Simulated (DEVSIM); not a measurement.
Structure: abrupt Si p-n junction, at 300 K.

Layer 1 from the left is Si, thickness (μm) 2.10, Na (cm⁻³) 2.8e16, τn (s) 7.6e-7, τp (s) 7.6e-7. Layer 2 from the left is Si, thickness (μm) 9.20, Nd (cm⁻³) 8.5e15, τn (s) 7.6e-7, τp (s) 7.6e-7.

Left contact: ohmic. Right contact: ohmic. Voltage is applied to the left contact. Recombination: SRH at mid-gap, radiative, Auger. Mobility is μmin + (μ − μmin)/(1 + (N/Nref)^α).

Constants are typed, rounded textbook-type inputs, not results; the design itself was drawn at random and stands for no fabricated device. Values at 300 K.

Si: gap (eV) 1.124, affinity (eV) 4.05, permittivity 11.7, Nc (cm⁻³) 2.86e19, Nv (cm⁻³) 3.1e19, μn (cm²/Vs) 1417, μp (cm²/Vs) 470, μn,min 52, μp,min 45, Nref,n 9.7e16, Nref,p 2.2e17, αn 0.68, αp 0.72, B (cm³/s) 4.7e-15, Cn (cm⁶/s) 2.8e-31, Cp (cm⁶/s) 9.9e-32.

Simulated with DEVSIM: 1D drift-diffusion, Boltzmann statistics, complete ionisation; no tunnelling, impact ionisation, image-force lowering or self-heating.

### Question
What does the simulation give for the potential step across the device at zero bias, the dark forward voltage at 1 A/cm², the dark forward voltage at 100 A/cm², the largest field in the device at zero bias?

### Answer
potential step across the device at zero bias 0.733 V; dark forward voltage at 1 A/cm² 0.593 V; dark forward voltage at 100 A/cm² 0.745 V; largest field in the device at zero bias 37000 V/cm.
